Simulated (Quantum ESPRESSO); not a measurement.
## How a calculation on LaTeCl (P4/nmm, 6 atoms in the cell) responds to its settings

LaTeCl is modelled in the tetragonal space group P4/nmm, origin choice 1 (No. 129), Pearson symbol tP6. Lattice parameters: a = b = 4.5552 Å, c = 8.3201 Å, α = β = γ = 90.00°. La on 2c has 4 Cl at 3.034 Å and 5 Te at 3.304–3.375 Å. Te on 2c is coordinated by 5 La at 3.304–3.375 Å. Cl on 2a is surrounded by 4 La at 3.034 Å (tetrahedral). (Neighbours: up to the widest gap in distance over summed covalent radii, below 1.35, at either atom; cation-cation and far metal-metal contacts left out.)

Base run A: Quantum ESPRESSO 7.5 with PBEsol, GBRV 1.5 ultrasoft (PBESOL) pseudopotentials, self-consistent single point.

Its settings: ecutwfc = 40 Ry; ecutrho = 200 Ry; occupations = smearing; smearing = fermi-dirac; degauss = 0.0036749 Ry; potentials = {La: la_pbesol_v1.uspp.F.UPF, Te: te_pbesol_v1.uspp.F.UPF, Cl: cl_pbesol_v1.4.uspp.F.UPF}; K_POINTS = automatic 7 7 4 0 0 0; conv_thr = 1e-10 Ry; mixing_beta = 0.7.

The starting cell comes from a database of computed structures (which also holds hypothetical and non-ambient phases and stackings), without a prior relaxation at this level. Spin-orbit coupling is off.

ΔF is the free energy per atom less that of run A. 

```json
[
 {"run": "A", "K_POINTS": "automatic 7 7 4 0 0 0", "ΔF (meV/atom)": "0.00", "pressure (GPa)": "-2.69", "largest force (eV/Å)": "0.093", "gap on the mesh (eV)": "0.563", "k-points": "30"},
 {"run": "B", "K_POINTS": "automatic 4 4 3 0 0 0", "ΔF (meV/atom)": "1.32", "pressure (GPa)": "-2.67", "largest force (eV/Å)": "0.095", "gap on the mesh (eV)": "0.561", "k-points": "12"},
 {"run": "C", "K_POINTS": "automatic 5 5 3 0 0 0", "ΔF (meV/atom)": "0.25", "pressure (GPa)": "-2.69", "largest force (eV/Å)": "0.094", "gap on the mesh (eV)": "0.562", "k-points": "12"},
 {"run": "D", "K_POINTS": "automatic 6 6 4 0 0 0", "ΔF (meV/atom)": "0.05", "pressure (GPa)": "-2.69", "largest force (eV/Å)": "0.093", "gap on the mesh (eV)": "0.563", "k-points": "30"}
]
```

Run B against A: The free energy goes up by 1.3 meV/atom, the pressure moves little (-2.69 to -2.67 GPa), the largest force hardly changes (0.093 to 0.095 eV/Å) and the gap on the mesh moves little (0.563 to 0.561 eV).

Run C against A: The free energy hardly moves (within 1 meV/atom), the pressure stays at -2.69 GPa, the largest force hardly changes (0.093 to 0.094 eV/Å) and the gap on the mesh moves little (0.563 to 0.562 eV).

Run D against A: The free energy is nearly the same (within 1 meV/atom), the pressure stays at -2.69 GPa, the largest force stays at 0.093 eV/Å and the gap on the mesh stays at 0.563 eV.
